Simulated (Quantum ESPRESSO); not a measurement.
Worked example: self-consistent single point of C (P-1, 2 atoms in the cell) in Quantum ESPRESSO.

Computed with PBEsol, SSSP 1.1.2 efficiency (PBE) pseudopotentials (plane waves; Quantum ESPRESSO 7.5).

```
C
1.0
    2.18163     0.00000     0.00000
   -1.09082     1.88935     0.00000
    0.00000     0.00000     3.54209
C
2
Cartesian
 -0.06211   1.21889   0.88881
  1.15293   0.67046   2.65328
```

Reference input (self-consistent single point, DFT, PBE, plane waves, SSSP 1.1.2 efficiency (PBE) pseudopotentials): ecutwfc = 45 Ry; ecutrho = 360 Ry; occupations = smearing; smearing = gaussian; degauss = 0.0036749 Ry; potentials = {C: C.pbe-n-kjpaw_psl.1.0.0.UPF}; K_POINTS = automatic 14 14 8 0 0 0; conv_thr = 1e-08 Ry; mixing_beta = 0.5. This run's input differs from it in these lines:

```diff
@@ -17,2 +17,3 @@
  degauss = 0.0036749
+ input_dft = 'pbesol'
 /
```

Output, abridged:

```
     Self-consistent Calculation

     iteration #  1     ecut=    45.00 Ry     beta= 0.50

     Threshold (ethr) on eigenvalues was too large:
     Diagonalizing with lowered threshold

     total energy              =     -35.61749573 Ry
     estimated scf accuracy    <       0.00306321 Ry

     iteration #  2     ecut=    45.00 Ry     beta= 0.50

     total energy              =     -35.61743376 Ry
     estimated scf accuracy    <       0.00049091 Ry

     iteration #  3     ecut=    45.00 Ry     beta= 0.50

     total energy              =     -35.61748391 Ry
     estimated scf accuracy    <       0.00000780 Ry

     iteration #  4     ecut=    45.00 Ry     beta= 0.50

     total energy              =     -35.61748458 Ry
     estimated scf accuracy    <       0.00000056 Ry

     iteration #  5     ecut=    45.00 Ry     beta= 0.50

     total energy              =     -35.61748462 Ry
     estimated scf accuracy    <       0.00000003 Ry

     iteration #  6     ecut=    45.00 Ry     beta= 0.50
     End of self-consistent calculation

     Number of k-points >= 100: set verbosity='high' to print the bands.

     the Fermi energy is    10.2620 ev

!    total energy              =     -35.61748462 Ry
     estimated scf accuracy    <          1.2E-09 Ry
     smearing contrib. (-TS)   =      -0.00006955 Ry
     internal energy E=F+TS    =     -35.61741507 Ry

     convergence has been achieved in   6 iterations

     Forces acting on atoms (cartesian axes, Ry/au):

     atom    1 type  1   force =    -0.03244339   -0.01950353    0.00236714
     atom    2 type  1   force =     0.03244339    0.01950353   -0.00236714

     Total force =     0.053639     Total SCF correction =     0.000025

          total   stress  (Ry/bohr**3)                   (kbar)     P=     -148.82
  -0.00121980  -0.00009893   0.00000393         -179.44      -14.55        0.58
  -0.00009893  -0.00109497   0.00000139          -14.55     -161.08        0.20
   0.00000393   0.00000139  -0.00072013            0.58        0.20     -105.93

   JOB DONE.
```

The run converged in 6 iterations. Against the reference run the pressure goes from -7.63 to -14.88 GPa and the largest force goes from 0.994 to 0.975 eV/Å.

The starting cell was generated: these elements placed on a structure prototype, without a prior relaxation; it need not be a known phase or ordering of this composition. Its atoms were displaced at random from the sites of space group no. 194. With a pressure of about -15 GPa the cell is away from its equilibrium volume at this level.
